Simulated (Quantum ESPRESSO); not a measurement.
# Several settings converged on TaN (P3m1, 2 atoms in the cell)

```
TaN
1.0
    2.94876     0.00000     0.00000
   -1.47438     2.55370     0.00000
    0.00000     0.00000     2.89885
Ta N
1 1
Direct
  0.00000   0.00000   0.51725
  0.66667   0.33333   0.00000
```

Base method: PBEsol, PseudoDojo standard norm-conserving (PBESOL) pseudopotentials (plane waves; Quantum ESPRESSO 7.5).

Base settings: ecutwfc = 85 Ry; occupations = smearing; smearing = fermi-dirac; degauss = 0.0073499 Ry; potentials = {Ta: Ta.upf, N: N.upf}; K_POINTS = automatic 9 9 8 0 0 0; conv_thr = 1e-09 Ry; mixing_beta = 0.5.

The count of work is k-points × plane waves × bands × iterations; it is no time. Core times come from one kind of shared machine, to one figure; runs under 30 s give none.

**The k-point mesh**

The second cell is the first with its lattice scaled by 0.98.

Only quantities that move along the ladder and can be compared are tabulated.

| K_POINTS | free energy less the last step's (meV/atom) | energy of the compressed cell less the first (meV/atom) | pressure (GPa) | largest difference of a force vector from the last step's (eV/Å) | count of work / last |
|---|---|---|---|---|---|
| automatic 2 2 2 0 0 0 | -42.51 | -15.10 | -13.49 | 0.015 | 0.013 |
| automatic 3 3 3 0 0 0 | 149.90 | 21.61 | -5.51 | 0.226 | 0.023 |
| automatic 4 4 4 0 0 0 | 32.31 | 9.10 | -8.29 | 0.039 | 0.043 |
| automatic 6 6 5 0 0 0 | -3.22 | 6.44 | -8.94 | 0.003 | 0.089 |
| automatic 7 7 7 0 0 0 | 1.87 | 6.87 | -8.84 | 0.008 | 0.15 |
| automatic 9 9 8 0 0 0 | -0.26 | 6.68 | -8.89 | 0.004 | 0.27 |
| automatic 15 15 13 0 0 0 | 0.00 | 6.65 | -8.89 | 0.000 | 1.0 |

Coarsest K_POINTS that holds the free energy within 5 meV/atom of the last step, with all finer ones: automatic 6 6 5 0 0 0, at 0.089 of the last step's count of work; the step before is off by 32 meV/atom.

Coarsest K_POINTS that holds the pressure within 0.1 GPa of the last step, with all finer ones: automatic 6 6 5 0 0 0, at 0.089 of the last step's count of work; the step before is off by 0.60 GPa.

Coarsest K_POINTS that holds the forces within 0.02 eV/Å of the last step, with all finer ones: automatic 6 6 5 0 0 0, at 0.089 of the last step's count of work; the step before is off by 0.039 eV/Å.

The energy difference between the two cells stays within 1 meV/atom of the last step's from automatic 6 6 5 0 0 0 on, the total only from automatic 9 9 8 0 0 0 on: much of the error is common to both cells and cancels.

**The k-point mesh at a smearing width of 0.05 eV**

In this ladder: degauss = 0.0036749 Ry.

The second cell is the first with its lattice scaled by 0.98.

Only quantities that move along the ladder and can be compared are tabulated.

| K_POINTS | free energy less the last step's (meV/atom) | energy of the compressed cell less the first (meV/atom) | pressure (GPa) | count of work / last | core time / last (rough) |
|---|---|---|---|---|---|
| automatic 5 5 4 0 0 0 | 8.42 | 7.45 | -8.71 | 0.039 | – |
| automatic 7 7 6 0 0 0 | 0.35 | 6.78 | -8.87 | 0.093 | – |
| automatic 10 10 8 0 0 0 | 0.09 | 6.70 | -8.88 | 0.22 | 0.3 |
| automatic 14 14 12 0 0 0 | -0.09 | 6.67 | -8.89 | 0.58 | 0.5 |
| automatic 17 17 15 0 0 0 | 0.00 | 6.68 | -8.89 | 1.0 | 1 |

Coarsest K_POINTS that holds the free energy within 2 meV/atom of the last step, with all finer ones: automatic 7 7 6 0 0 0, at 0.093 of the last step's count of work; the step before is off by 8.4 meV/atom.

Coarsest K_POINTS that holds the energy of the compressed cell less the first within 0.5 meV/atom of the last step, with all finer ones: automatic 7 7 6 0 0 0, at 0.093 of the last step's count of work; the step before is off by 0.78 meV/atom.

Coarsest K_POINTS that holds the pressure within 0.05 GPa of the last step, with all finer ones: automatic 7 7 6 0 0 0, at 0.093 of the last step's count of work; the step before is off by 0.18 GPa.

The energy difference between the two cells stays within 1 meV/atom of the last step's from automatic 5 5 4 0 0 0 on, the total only from automatic 7 7 6 0 0 0 on: much of the error is common to both cells and cancels.

**The SCF threshold**

The mesh stays at the base's, so the ladder's end is converged at best in this setting alone.

Only quantities that move along the ladder and can be compared are tabulated.

| conv_thr | free energy less the last step's (meV/atom) | largest difference of a force vector from the last step's (eV/Å) | count of work / last |
|---|---|---|---|
| 0.0073 Ry | 5.80 | 0.040 | 0.21 |
| 7.3e-05 Ry | 0.16 | 0.002 | 0.36 |
| 7.3e-07 Ry | 0.00 | 0.000 | 0.50 |
| 7.3e-09 Ry | 0.00 | 0.000 | 0.57 |
| 1e-09 Ry | 0.00 | 0.000 | 0.71 |
| 7.3e-14 Ry | 0.00 | 0.000 | 1.0 |

Coarsest conv_thr that holds the free energy within 1 meV/atom of the last step, with all finer ones: 7.3e-05 Ry, at 0.36 of the last step's count of work; the step before is off by 5.8 meV/atom.

Coarsest conv_thr that holds the forces within 0.005 eV/Å of the last step, with all finer ones: 7.3e-05 Ry, at 0.36 of the last step's count of work; the step before is off by 0.040 eV/Å.

On the base run: the starting cell comes from a database of computed structures (which also holds hypothetical and non-ambient phases and stackings), without a prior relaxation at this level. Its lattice was rescaled by up to half a per cent. One atom was moved a little off its site on purpose. Spin polarisation is off. In the base run, with a pressure of about -9 GPa the cell is away from its equilibrium volume at this level.
